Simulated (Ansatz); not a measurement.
Hypothetical zinc blende BiB under a change: pressure 3 GPa

Consider BiB in the zinc blende structure (space group F-43m, No. 216; a = 5.456 Å; a hypothetical phase, not in the database extracts checked).

Now apply this change: cell and atoms relaxed at a pressure of 3 GPa.

All numbers come from plane-wave PAW DFT at the PBEsol level (Ansatz, a first-principles code, 420 eV), no spin-orbit coupling. k-mesh 10×10×10 (Γ-centred); smearing 0.05 eV (Fermi–Dirac).

```tsv
quantity	base	changed	shift
volume per atom	20.30 Å³	19.62 Å³	-0.68 Å³
density	8.99 g/cm³	9.30 g/cm³	+0.31 g/cm³
lattice parameter a	10.310 bohr	10.194 bohr	-0.116 bohr
shortest interatomic distance	4.464 bohr	4.414 bohr	-0.050 bohr
enthalpy H = E + PV relative to the base's energy	–	+0.37 eV/atom	–
band gap	0.45 eV	0.59 eV	+0.14 eV
gap character	direct at Γ	indirect, Γ → L	–
smallest direct gap	0.45 eV	0.70 eV	+0.25 eV
electron mass	0.034 mₑ (at Γ)	2.7 mₑ along k, 0.11 mₑ across (at L)	–
hole mass (degenerate bands, along [100])	0.033, 0.23, 0.23 mₑ (at Γ)	0.050, 0.21, 0.21 mₑ (at Γ)	–
valley order (the lowest conduction-band minima on the path, energy above the VBM, named in the base's zone)	Γ 0.45 eV; L along ⟨111⟩ 0.46 eV; a point along ⟨100⟩, about 0.9 Å⁻¹ from Γ 0.63 eV	L along ⟨111⟩ 0.59 eV; a point along ⟨100⟩, about 0.9 Å⁻¹ from Γ 0.61 eV; Γ 0.70 eV	–
```

Spin-orbit coupling, missing from the scalar runs, can matter with Bi. Load acts through the strain it causes; cell and atoms are relaxed under it. Masses are band curvatures over ±0.01 Å⁻¹ around the edge. Along k means along the line from Γ to the band edge. No phonon test of stability was made.
